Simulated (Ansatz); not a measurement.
Cs2AgBiBr6 under a change: isotropic strain +2.25 %

The reference is Cs2AgBiBr6 (space group Fm-3m, No. 225; a = 11.187 Å).

The change: an isotropic linear strain of +2.25 %; the atoms relax in the strained cell.

Level of theory: Ansatz (an electronic-structure program), PBEsol, PAW, cutoff 420 eV, spin-orbit coupling left out. Settings: 5×5×5 k-points, 0.05 eV Fermi–Dirac smearing.

```csv
quantity,base,changed,shift
volume per atom,35.00 Å³,37.42 Å³,+2.42 Å³
shortest interatomic distance,275.3 pm,283.7 pm,+8.4 pm
energy relative to the base (free energy F),0 meV/atom,+12 meV/atom,+12 meV/atom
band gap,1.10 eV,1.21 eV,+0.11 eV
gap character,"indirect, X → L","indirect, X → L",–
smallest direct gap,2.23 eV,2.22 eV,-0.01 eV
mean gap deformation potential ΔEg/Δln V,–,+1.7 eV,–
width of the top valence band,1.27 eV,1.07 eV,-0.20 eV
electron mass,"0.36 mₑ along k, 0.25 mₑ across (at L)","0.35 mₑ along k, 0.25 mₑ across (at L)",–
hole mass,"0.17 mₑ along k, 0.69 mₑ across (at X)","0.20 mₑ along k, 0.78 mₑ across (at X)",–
largest internal atomic displacement,–,0.022 Å,–
```

With Bi present, leaving out spin-orbit coupling can change the band edges. Effective masses come from finite differences of ±0.01 Å⁻¹. Along k means along the line from Γ to the band edge. Whether these cells are dynamically stable was not tested.
